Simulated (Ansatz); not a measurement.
Given:

```yaml
crystal:
  lattice:
    - [0.00000, 1.80255, 1.80255]
    - [1.80255, 0.00000, 1.80255]
    - [1.80255, 1.80255, 0.00000]
  atoms:
    - { symbol: B, position: [0.00000, 0.00000, 0.00000] }
    - { symbol: N, position: [0.75000, 0.75000, 0.75000] }
```

Level of theory: PBEsol, rigid bands (plane waves, PAW, scalar-relativistic; Ansatz, a first-principles code). Geometry: cell and atoms relaxed with PBEsol.

### Question
Predict the hole conductivity mass (n e² τ/σ) at 300 K, by direction if it differs.

### Answer
0.69 mₑ.

### Question
What conductivity effective mass do dilute electrons have at 300 K?

### Answer
0.39 mₑ.

### Question
And the band gap?

### Answer
4.30 eV at this level; semilocal functionals usually fall short of the measured gap.

Rigid bands, one relaxation time for all states, no polarons. Spin-orbit coupling is left out.
